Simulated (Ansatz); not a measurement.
# V₂O₃ in the corundum structure (space group R-3c, No. 167; ferromagnetic)

```cif
data_O18V12
_chemical_formula_sum 'V12 O18'
_space_group_name_H-M_alt 'R-3c :H'
_space_group_IT_number 167
_space_group_name_Hall '-R 3 2"c'
_cell_length_a 4.77451
_cell_length_b 4.77451
_cell_length_c 14.22880
_cell_angle_alpha 90.000
_cell_angle_beta 90.000
_cell_angle_gamma 120.000
loop_
_atom_site_label
_atom_site_type_symbol
_atom_site_symmetry_multiplicity
_atom_site_Wyckoff_symbol
_atom_site_fract_x
_atom_site_fract_y
_atom_site_fract_z
_atom_site_occupancy
V1 V 12 c 0.00000 0.00000 0.16027 1
O1 O 18 e 0.32570 0.32570 0.25000 1
```
(The calculation used a cell of 10 atoms; values per cell refer to that cell.)

Level of theory: PBEsol, PAW, 420 eV (Ansatz, a quantum-chemistry and plane-wave program; no SOC). Settings: 12×12×12 k-points, 0.05 eV Fermi–Dirac smearing.

| Property | Result |
|---|---|
| Volume per atom | 9.36 Å³ |
| Density | 5.32 g/cm³ |
| Band gap | zero |
| Magnetic state | ferromagnetic |
| Total energy | -1491.452 eV/atom (σ→0; compares only within this code and set-up) |

Other magnetic orders, which the real material may have, were not ruled out. No phonon test of stability was made. No Hubbard U is applied, and correlation can decide whether such a compound is a metal. The base started in P-1 and relaxed to R-3c at this level.
